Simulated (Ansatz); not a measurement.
**GaP (model structure, started from the NiAs type, P6₃/mmc, No. 194, 4 atoms in the cell): properties by level of theory**

```tsv
level (code)	lattice constant a (Å)	lattice parameter c (Å)
PBE (Ansatz)	?	6.118
PBEsol (Ansatz)	3.565	6.048
PBE-D3(BJ) (Ansatz)	3.566	6.045
```

Problem. Fill in the missing entries.

Solution. 
- PBE (Ansatz, a quantum-chemistry and plane-wave program), lattice constant a (Å): 3.619

Ansatz's density-functional and Hartree–Fock values are scalar-relativistic unless marked +SOC, with PAW data made under PBE.

A model structure was made by putting elements into a prototype or built by hand; it is no filed structure, need not be a known phase, and can be a saddle point held by its symmetry.
